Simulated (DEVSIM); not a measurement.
System: Al0.1Ga0.9As/GaAs n-p heterojunction, at 300 K.

```csv
layer (left to right),material,thickness (μm),Nd (cm⁻³),Na (cm⁻³),τn (s),τp (s)
1,Al0.1Ga0.9As,0.220,3e16,-,9.3e-9,9.3e-9
2,GaAs,0.200,-,5e15,9.3e-9,9.3e-9
```

Left contact: ohmic. Right contact: ohmic. Voltage is applied to the left contact. Recombination: SRH at mid-gap, radiative, Auger. Mobility is μmin + (μ − μmin)/(1 + (N/Nref)^α).

The device is made up for the run: typed textbook-type constants, with dimensions and the other settings drawn at random. Values at 300 K.

| parameter | Al0.1Ga0.9As | GaAs |
|---|---|---|
| gap (eV) | 1.5487 | 1.424 |
| affinity (eV) | 3.991 | 4.07 |
| permittivity | 12.62 | 12.9 |
| Nc (cm⁻³) | 5.17e17 | 4.7e17 |
| Nv (cm⁻³) | 9e18 | 9e18 |
| μn (cm²/Vs) | 6520 | 8500 |
| μp (cm²/Vs) | 317 | 400 |
| μn,min | 500 | 500 |
| μp,min | 20 | 20 |
| Nref,n | 6e16 | 6e16 |
| Nref,p | 1.5e17 | 1.5e17 |
| αn | 0.39 | 0.39 |
| αp | 0.38 | 0.38 |
| B (cm³/s) | 2e-10 | 2e-10 |
| Cn (cm⁶/s) | 1e-30 | 1e-30 |
| Cp (cm⁶/s) | 1e-30 | 1e-30 |

DEVSIM, 1D drift-diffusion, Boltzmann statistics, complete ionisation; no tunnelling, impact ionisation, image-force lowering or self-heating. Band offsets follow the typed affinities; no thermionic-emission limit at abrupt steps, no polarisation charge.

Q: Tabulate band edges, carrier densities and field at zero bias.

A: Energies count from the Fermi level of the right contact; mesh points crowd at the junctions.

```tsv
x (μm)	Ec (eV)	Ev (eV)	n (cm⁻³)	p (cm⁻³)	field (V/cm)
0.000	0.074	-1.475	3.0e16	< 1e2	260
0.003653	0.074	-1.475	3.0e16	< 1e2	260
0.009959	0.074	-1.475	3.0e16	< 1e2	280
0.02084	0.074	-1.474	2.9e16	< 1e2	360
0.04718	0.076	-1.473	2.8e16	< 1e2	880
0.08511	0.083	-1.466	2.1e16	< 1e2	3700
0.1375	0.133	-1.416	3.0e15	< 1e2	18000
0.1833	0.257	-1.292	2.5e13	< 1e2	37000
0.2009	0.328	-1.221	1.6e12	< 1e2	44000
0.2105	0.373	-1.176	2.8e11	< 1e2	48000
0.2166	0.403	-1.146	8.8e10	< 1e2	51000
0.2211	0.347	-1.077	6.9e11	< 1e2	51000
0.2255	0.370	-1.054	2.9e11	< 1e2	51000
0.2331	0.409	-1.015	6.4e10	< 1e2	51000
0.2515	0.500	-0.924	1.8e9	2700	49000
0.2779	0.628	-0.796	1.3e7	380000	47000
0.3200	0.821	-0.603	7600	6.6e8	44000
0.3640	1.010	-0.414	< 1e2	9.9e11	41000
0.3959	1.138	-0.286	< 1e2	1.4e14	39000
0.4081	1.185	-0.239	< 1e2	8.7e14	38000
0.4148	1.211	-0.213	< 1e2	2.3e15	38000
0.4200	1.230	-0.194	< 1e2	5.0e15	38000
```
